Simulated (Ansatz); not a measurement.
The decay constant κ of evanescent states in the gap governs leakage through a thin film.

Consider the following.

```xyz
10
Lattice="3.0476 0.0000 0.0000 1.5238 6.1402 0.0000 0.0000 1.3841 5.6504" Properties=species:S:1:pos:R:3 pbc="T T T"
Ga     1.5238     2.8991     3.8720
Ga     3.0476     4.6252     1.7783
Ga     3.0476     1.3951     1.1595
Ga     1.5238     6.1293     4.4908
O      3.0476     7.1258     4.2001
O      1.5238     0.3986     1.4502
O      3.0476     2.7336     2.4679
O      1.5238     4.7908     3.1824
O      1.5238     4.2712     0.6167
O      3.0476     3.2532     5.0336
```

The cell is taken as given; by r2SCAN it stands under a pressure of -1.5 GPa.

Transport runs along the normal of the first two printed cell vectors.

The gap is the functional's own, uncorrected, and κ follows it; spin-orbit coupling is left out. Mid-gap means the computed energy nearest the middle.

### Question
Compute, with Ansatz (a program for electronic structure) with r2SCAN, the band gap and the smallest decay constant κ at mid-gap.

### Answer
Gap 2.95 eV on a 10×10×6 mesh; κ = 0.228 1/Å, at the zone centre.
